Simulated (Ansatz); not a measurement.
**A computed series for AgCl: pressure series**

Start from AgCl in the rock salt structure (space group Fm-3m, No. 225; a = 5.611 Å).

Cell and atoms are relaxed at each pressure.

Level of theory: Ansatz (a quantum-chemistry and plane-wave program) PBE, spin-orbit coupling left out.

Candidates:
(a) pressure 45 GPa
(b) pressure 18 GPa
(c) pressure −2 GPa
(d) pressure 30 GPa
(e) pressure 1.8 GPa

For the base:

```
Property                        Result
-----------------------------  -------
Width of the top valence band  2.17 eV
```

### Question
Order them by width of the top valence band, lowest first.

### Answer
(c) pressure −2 GPa (1.96 eV), (e) pressure 1.8 GPa (2.33 eV), (b) pressure 18 GPa (3.20 eV), (d) pressure 30 GPa (3.60 eV), (a) pressure 45 GPa (4.00 eV)

The levels and masses belong to the bands next to the band gap. Load acts through the strain it causes; cell and atoms are relaxed under it. Stability against distortions was not tested. Competing high-pressure phases were not computed.
